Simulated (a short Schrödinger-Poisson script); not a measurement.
Structure: MOS inversion layer, HfO2 on p-type GaAs, at 400 K.

```csv
layer,material,thickness (nm),Na (cm⁻³)
1,HfO2,9.8,-
2,GaAs,1200,1.8e17
```

The device is made up for the run: typed textbook-type constants, with dimensions and the other settings drawn at random. HfO2: permittivity 22, conduction-band edge (eV) 1.57, gap (eV) 5.7, electron mass (mₑ) 0.2. GaAs: permittivity 12.9, conduction-band edge (eV) 0, gap (eV) 1.424, Nv at 300 K (cm⁻³) 9e18.

Channel valleys (confinement mass, in-plane density-of-states mass, number): Γ 0.067, 0.067, 1. At the gate the conduction-band edge of layer 1 lies 1.92 eV − eVg above the Fermi level of the channel; the field vanishes at the back. Gaps are held at their typed values at every temperature. Mesh 0.03 nm at interfaces.

From a short Schrödinger-Poisson script (our own, NumPy): 1D Poisson equation in equilibrium, electrons quantum, Hartree (BenDaniel-Duke, 12 states a valley, the channel's in-plane mass for all, wave functions ending at the dielectric), parabolic valleys, classical holes, full ionisation, no traps, pinning or gate leakage.

The same stack at other levels of the model or other numerical settings:

```csv
run,sheet density of all electrons at Vg = 1.2 V (cm⁻²),sheet density of all electrons at Vg = 0.6 V (cm⁻²),capacitance at Vg = 1.2 V (μF/cm²),centroid of the channel electrons at Vg = 1.2 V (nm),rough cost against the base
base,3.39e12,9.89e10,1.08,3.92,about 1
"electrons treated as classical, Boltzmann",6.40e12,4.96e11,1.79,0.79,0.07
"electrons treated as classical, Fermi-Dirac",4.27e12,3.70e11,1.20,2.35,0.3
"electrons treated as quantum, Hartree plus LDA exchange-correlation",3.54e12,1.13e11,1.10,3.85,2
mesh six times as coarse,3.40e12,9.90e10,1.08,3.92,0.3
one subband a valley,3.33e12,9.65e10,1.05,3.68,0.6
```

The classical rows ignore confinement, and Boltzmann statistics overrate the density once the band edge passes the Fermi level.

Above a few 1e12 electrons/cm² a light Γ valley is non-parabolic and upper valleys begin to fill, which the model leaves out.
